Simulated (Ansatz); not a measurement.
Consider PbTe in the zinc blende structure (space group F-43m, No. 216; a = 7.2062 Å; a hypothetical phase, not in the database extracts checked).

Levels (all Ansatz, a quantum-chemistry and plane-wave program, PAW, earlier PAW set): PBEsol (420 eV, no spin-orbit coupling); HSE06 (420 eV, no SOC).

The geometry is relaxed with PBEsol.

```
Item               Value
---------------  -------
PBEsol band gap  0.45 eV
```

Task: Predict the band gap from HSE06.

Result: The band gap rises by 0.44 eV to 0.89 eV.

Single points use the geometry relaxed with PBEsol. The hybrid gap comes from the SCF mesh plus the semilocal run's edge points and a few special points and is an upper bound. Spin-orbit coupling, missing from the scalar runs, can matter with Pb and Te. No phonon test of stability was made.
